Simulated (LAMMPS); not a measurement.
MD of Ag (fcc) at zero pressure, 4000 atoms, as a liquid; each row is its own run.

Computed with classical MD, pair style eam, the elements' _u3.eam files (universal-3 set of Foiles, Baskes and Daw); code LAMMPS.

```
T (K)  D(Ag) (cm²/s)
-----  -------------
860          7.32e-6
1110         2.27e-5
1240         3.22e-5
1540         6.00e-5
1730         8.31e-5
1980        0.000116
```

Fit an Arrhenius law, ln y = a + b / x, to these rows (x is the first column, y the second) and predict the run at x = 1360.

Least squares gives a = -6.9900 and b = -4150. The slope times kB gives an activation energy of 0.36 eV. At x = 1360 the fit predicts 4.36e-5 cm²/s. The run itself gave (4.51 ± 0.08) × 10^-5 cm²/s, so the fit is 3.3 % low.

Caution (rows 860; 1110): this liquid lies under the melting point of about 1150 K that EAM-type universal-3 set of Foiles, Baskes and Daw gives, so it is undercooled.

Caution (row 1980): enthalpy drifts during the constant-pressure average: a transition or slow ageing; fluctuation values are void.

Errors of D are the spread over four groups of atoms in one short run; a floor of about 5 %, a picked value, is safer.
